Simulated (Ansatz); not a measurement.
**TiSi (model structure, started from the CsCl type, Pm-3m, No. 221, 2 atoms in the cell): properties by level of theory**

| level (code) | lattice constant a (Å) | cohesive energy (eV/atom) |
|---|---|---|
| LDA (Ansatz) | 3.053 | 6.23 |
| PBEsol (Ansatz) | 3.080 | 5.74 |
| r²SCAN (Ansatz) | [?] | 4.90 |
| r²SCAN+rVV10 (Ansatz) | 3.094 | [?] |

Problem. Fill in the missing entries.

Solution. 
- r²SCAN (Ansatz, an electronic-structure program), lattice constant a (Å): 3.100
- r²SCAN+rVV10 (Ansatz), cohesive energy (eV/atom): 5.11

Ansatz's density-functional and Hartree–Fock values are scalar-relativistic unless marked +SOC, with PAW data made under PBE.

The crystal itself was run without spin with LDA, PBEsol, r²SCAN, r²SCAN+rVV10; a magnetic state was not tried in these runs.

Free atoms are spin-polarised, in the lowest state found; at levels without +SOC their spin–orbit coupling is left out.

Static lattice: no zero-point or thermal effects.

A model structure was made by putting elements into a prototype or built by hand; it is no filed structure, need not be a known phase, and can be a saddle point held by its symmetry.
